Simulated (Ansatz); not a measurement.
# Pressure series in CoPdO2

Consider CoPdO$_{2}$ (space group R-3m, No. 166; non-magnetic).

```
CoPdO2
1.0
    1.41288     0.81572     5.91810
   -1.41288     0.81572     5.91810
    0.00000    -1.63145     5.91810
Pd Co O
1 1 2
Direct
  0.00000   0.00000   0.00000
  0.50000   0.50000   0.50000
  0.11264   0.11264   0.11264
  0.88736   0.88736   0.88736
```

Cell and atoms are relaxed at each pressure.

All numbers come from r2SCAN/PAW in Ansatz (a program for electronic structure), no spin-orbit coupling.

| pressure (GPa) | volume per atom (Å³/atom) |
|---|---|
| -2 | 10.326 |
| -1 | 10.278 |
| 0 | 10.231 |
| 1.8 | 10.150 |
| 9 | 9.857 |
| 18 | 9.547 |
| 30 | ? |
| 45 | 8.847 |
| 60 | 8.551 |

Problem. Fit the third-order Birch–Murnaghan form P(V) = (3B₀/2)[(V₀/V)^(7/3) − (V₀/V)^(5/3)]·[1 + (3/4)(B₀′ − 4)((V₀/V)^(2/3) − 1)] (squares taken in P) to the rows shown and predict the withheld row.

Solution. Least squares on the printed values gives V₀ = 10.231 Å³/atom, B₀ = 222 GPa, B₀′ = 4.5; this predicts 9.202 Å³/atom, and the run gives 9.202 Å³/atom, in agreement.

Load acts through the strain it causes; cell and atoms are relaxed under it. Whether these cells are dynamically stable was not tested. No other phases were tried under pressure. Seeded moments were not kept for the base. No Hubbard U is applied and the magnetic state is the run's own (CoPdO2 not spin-polarised; CoPdO2 non-magnetic); small cells can't hold the antiferromagnetic order that many such compounds have, so gaps and moments can be off. The final runs are not spin-polarised. An odd electron count without spin: CoPdO2.
